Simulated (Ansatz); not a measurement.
WSi2, pressure series

The reference is WSi2 (space group I4/mmm, No. 139; a = 3.229 Å, c = 7.867 Å).

Cell and atoms are relaxed at each pressure.

All numbers come from PBE in Ansatz (plane waves to 420 eV, PAW, without spin-orbit coupling).

```json
[
 {"P (GPa)": "-2.00", "V (Å³/atom)": "13.801"},
 {"P (GPa)": "-1.00", "V (Å³/atom)": "13.736"},
 {"P (GPa)": "3.00", "V (Å³/atom)": "13.491"},
 {"P (GPa)": "6.99", "V (Å³/atom)": "13.267"},
 {"P (GPa)": "14.99", "V (Å³/atom)": "12.870"},
 {"P (GPa)": "29.99", "V (Å³/atom)": "12.262"},
 {"P (GPa)": "49.99", "V (Å³/atom)": "11.627"},
 {"P (GPa)": "75.00", "V (Å³/atom)": "11.009"},
 {"P (GPa)": "99.98", "V (Å³/atom)": "10.515"}
]
```

Q: Fit a third-order Birch–Murnaghan equation of state.

A: Least squares on P(V) = (3B₀/2)[(V₀/V)^(7/3) − (V₀/V)^(5/3)]·[1 + (3/4)(B₀′ − 4)((V₀/V)^(2/3) − 1)] gives V₀ = 13.67 Å³/atom, B₀ = 220 GPa and B₀′ = 4.2.

Load acts through the strain it causes; cell and atoms are relaxed under it. Stability against distortions was not tested. No other phases were tried under pressure. All final runs are without spin polarisation.

Ansatz is a program for electronic structure.
